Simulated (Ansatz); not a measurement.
# TiC under a change: pressure 7.5 GPa

The reference is TiC in the rock salt structure (space group Fm-3m, No. 225; a = 4.328 Å).

One thing is altered: cell and atoms relaxed at a pressure of 7.5 GPa.

Method: Ansatz (an electronic-structure program) r2SCAN, spin-orbit coupling left out. Settings: 18×18×18 k-points, 0.05 eV Fermi–Dirac smearing.

The volume per atom drops by 0.27 Å³, from 10.13 Å³ to 9.86 Å³ and the density grows by 0.13 g/cm³ (4.91 g/cm³ → 5.04 g/cm³). The lattice parameter a falls by 0.039 Å (4.328 Å → 4.289 Å) and the shortest interatomic distance drops by 0.0194 Å, from 2.164 Å to 2.144 Å. The enthalpy H = E + PV relative to the base's energy comes out as +0.47 eV/atom and the band gap remains zero.

Final structure:

```yaml
crystal:
  lattice:
    - [0.00000, 2.14447, 2.14447]
    - [2.14447, 0.00000, 2.14447]
    - [2.14447, 2.14447, 0.00000]
  atoms:
    - { symbol: C, position: [0.00000, 0.00000, 0.00000] }
    - { symbol: Ti, position: [0.50000, 0.50000, 0.50000] }
```

Load acts through the strain it causes; cell and atoms are relaxed under it. No phonon test of stability was made. Competing high-pressure phases were not computed. The final runs are not spin-polarised.
